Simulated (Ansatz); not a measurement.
# Cu3N: response to strain

Start from Cu3N (space group Pm-3m, No. 221).

Space group Pm-3m (No. 221); a = b = c = 3.827 Å, α = β = γ = 90.00°

| atom | site | symmetry | x | y | z |
|---|---|---|---|---|---|
| Cu | 3d | 4/mm.m | 0.0000 | 0.0000 | 0.5000 |
| N | 1a | m-3m | 0.0000 | 0.0000 | 0.0000 |

Strains are applied to the cell and any free atomic positions relax.

Computed with PBE (Ansatz, an electronic-structure program, PAW, no spin-orbit coupling).

```tsv
isotropic strain (%)	pressure (GPa)
0	0.0
0.6	?
1.2	-3.8
1.8	-5.5
2.4	-7.0
3	-8.3
```

**Question.** Fit P = P₀ − Bδ + Cδ² with δ = (1 + ε)³ − 1 to the rows shown and predict the withheld row.

**Answer.** Least squares on the printed values gives P₀ = 0.0 GPa, B = 115 GPa, C = 272 GPa (largest residual 0.0 GPa); this predicts -2.0 GPa, and the run gives -2.0 GPa, in agreement.

Stability against distortions was not tested. The final runs are not spin-polarised.
